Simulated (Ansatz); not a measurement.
Reference: ZnS (F-43m), PBEsol with spin-orbit coupling, rigid bands (plane waves, PAW; Ansatz, a quantum-chemistry and plane-wave program); axes and stresses refer to this cell.

```
ZnS
1.0
    0.00000     2.67828     2.67828
    2.67828     0.00000     2.67828
    2.67828     2.67828     0.00000
Zn S
1 1
Direct
  0.00000   0.00000   0.00000
  0.25000   0.25000   0.25000
```

hole conductivity mass: 0.84 mₑ
Seebeck coefficient, p-type 1e19 cm⁻³: 382 μV/K
band gap: 2.06 eV

**Question.** Change: biaxial stress xx = yy = 2 GPa (compression positive). What happens to hole conductivity mass, Seebeck coefficient, p-type 1e19 cm⁻³, band gap?

**Answer.** hole conductivity mass decreases to 0.66 mₑ; Seebeck coefficient, p-type 1e19 cm⁻³ shrinks to 336 μV/K; band gap moves little, to 2.07 eV.

**Question.** Change: hydrostatic pressure -2 GPa. What happens to hole conductivity mass, Seebeck coefficient, p-type 1e19 cm⁻³, band gap?

**Answer.** hole conductivity mass grows to 0.87 mₑ; Seebeck coefficient, p-type 1e19 cm⁻³ moves little, to 385 μV/K; band gap falls to 1.95 eV.

**Question.** Change: hydrostatic pressure 2 GPa. What happens to hole conductivity mass, Seebeck coefficient, p-type 1e19 cm⁻³, band gap?

**Answer.** hole conductivity mass moves little, to 0.82 mₑ; Seebeck coefficient, p-type 1e19 cm⁻³ moves little, to 380 μV/K; band gap rises to 2.16 eV.

**Question.** Change: hydrostatic pressure 5 GPa. What happens to hole conductivity mass, Seebeck coefficient, p-type 1e19 cm⁻³, band gap?

**Answer.** hole conductivity mass drops to 0.79 mₑ; Seebeck coefficient, p-type 1e19 cm⁻³ moves little, to 376 μV/K; band gap grows to 2.31 eV.

**Question.** Change: uniaxial stress along [111] of -1 GPa (compression positive). What happens to hole conductivity mass, Seebeck coefficient, p-type 1e19 cm⁻³, band gap?

**Answer.** hole conductivity mass falls to 0.81 mₑ; Seebeck coefficient, p-type 1e19 cm⁻³ decreases to 368 μV/K; band gap moves little, to 2.02 eV.

Masses are for dilute carriers at 300 K, harmonic means over directions unless an axis is named. Seebeck coefficients are for the stated density at 300 K, with one relaxation time for all states and whether or not that doping can be reached. Stresses and pressures are the targets of the relaxation.  The structure type is held under load, also where the real crystal would transform.
